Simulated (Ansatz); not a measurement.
CsPbCl3 (Amm2, No. 38, 10 atoms in the cell; start mp-675524) was calculated with dielectric-dependent PBEsol hybrid (PAW; Ansatz, a program for electronic structure).

Numerical settings: plane-wave cutoff 460 eV, 4×4×4 k mesh, Fermi–Dirac smearing 0.01 eV, scalar-relativistic PAW data made under PBE.

Cell (relaxed with PBEsol):

```cif
data_Cl12Cs4Pb4
_chemical_formula_sum 'Cs4 Pb4 Cl12'
_space_group_name_H-M_alt 'Amm2'
_space_group_IT_number 38
_space_group_name_Hall 'A 2 -2'
_cell_length_a 5.68823
_cell_length_b 11.00089
_cell_length_c 11.01462
_cell_angle_alpha 90.000
_cell_angle_beta 90.000
_cell_angle_gamma 90.000
loop_
_atom_site_label
_atom_site_type_symbol
_atom_site_symmetry_multiplicity
_atom_site_Wyckoff_symbol
_atom_site_fract_x
_atom_site_fract_y
_atom_site_fract_z
_atom_site_occupancy
Cs1 Cs 2 b 0.50000 0.50000 0.49966 1
Cs2 Cs 2 b 0.50000 0.50000 0.96862 1
Pb1 Pb 4 d 0.00000 0.25306 0.24291 1
Cl1 Cl 4 d 0.00000 0.18741 0.49209 1
Cl2 Cl 4 e 0.50000 0.24532 0.24218 1
Cl3 Cl 2 a 0.00000 0.00000 0.81563 1
Cl4 Cl 2 a 0.00000 0.00000 0.18975 1
```
(The calculation used a cell of 10 atoms; values per cell refer to that cell.)

Task: What does this level give for the band gap and direct gap at Γ?

Result: 
- band gap = 3.53 eV (on the SCF k mesh)
- direct gap at Γ = 5.14 eV

Spin–orbit coupling is not included; with these elements it can move the gap by several tenths of an eV or more.

Computed values are for the static lattice.

A start named mp-… is a Materials Project structure, which need not be a measured phase.
